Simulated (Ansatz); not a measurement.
# Al with two functionals, isotropic strain −1.09 %

The reference is Al in the fcc (Cu type) structure (space group Fm-3m, No. 225; a = 4.041 Å; relaxed with 0.1 eV smearing).

(Cell as relaxed with PBE.)

Levels (all Ansatz, a first-principles code, PAW, earlier PAW set): PBE (420 eV, no spin-orbit coupling); r2SCAN (500 eV, without spin-orbit coupling).

Each level relaxes its own structure.

```csv
base,PBE,r2SCAN
volume per atom,16.49 Å³,15.91 Å³
lattice parameter a,4.041 Å,3.992 Å
band gap,zero,zero
```

One thing is altered: the cell is scaled by 0.9891 in all directions, atoms relaxed at fixed cell.

```json
[
 {"quantity": "pressure", "PBE": "2.7 GPa", "r2SCAN": "3.3 GPa"},
 {"quantity": "energy relative to the base (free energy F)", "PBE": "+4.4 meV/atom", "r2SCAN": "+5.1 meV/atom"}
]
```

PBE's pressure lies 0.52 GPa below r2SCAN's; PBE's energy relative to the base lies 0.7 meV/atom below r2SCAN's. Neither level is exact; r2SCAN is the comparison here, not a measurement.

Stability against distortions was not tested.
